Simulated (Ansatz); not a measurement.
Base system: La2O3 (space group P-3m1, No. 164; a = 3.9403 Å, c = 6.1880 Å).

It is then changed as follows: the cell is scaled by 0.9494 in all directions; the atoms relax in the strained cell.

Levels (all Ansatz, a quantum-chemistry and plane-wave program, PAW): PBE (420 eV, no spin-orbit coupling); r2SCAN (500 eV, no SOC); HSE06 (420 eV, no spin-orbit coupling); PBE+SOC (420 eV, spin-orbit coupling included).

One geometry, relaxed with PBE, under each level:

```tsv
level	band gap	lowest conduction level above the VBM at special points	hole mass	pressure
PBE	3.70 eV	M 3.70 eV; K 3.88 eV; L 4.37 eV; H 4.40 eV	2.5 mₑ along c, 0.89 mₑ across (at K)	25.93 GPa
r2SCAN	4.16 eV	M 4.16 eV; K 4.26 eV; L 4.89 eV; H 4.82 eV	–	25.39 GPa
HSE06	5.22 eV	M 5.22 eV; K 5.33 eV; L 6.16 eV; Γ 6.12 eV	–	–
PBE+SOC	3.68 eV	M 3.68 eV; K 3.86 eV; L 4.36 eV; H 4.38 eV	2.7 mₑ along c, 0.91 mₑ across (at K)	25.89 GPa
```

Single points use the geometry relaxed with PBE. Their cutoffs differ, which shifts pressures a little. HSE06 was sampled on its mesh, a few special points and the semilocal edge points, so its gap is an upper bound. Differences between runs with and without spin-orbit coupling are approximate. Effective masses come from finite differences of ±0.01 Å⁻¹. Whether these cells are dynamically stable was not tested.
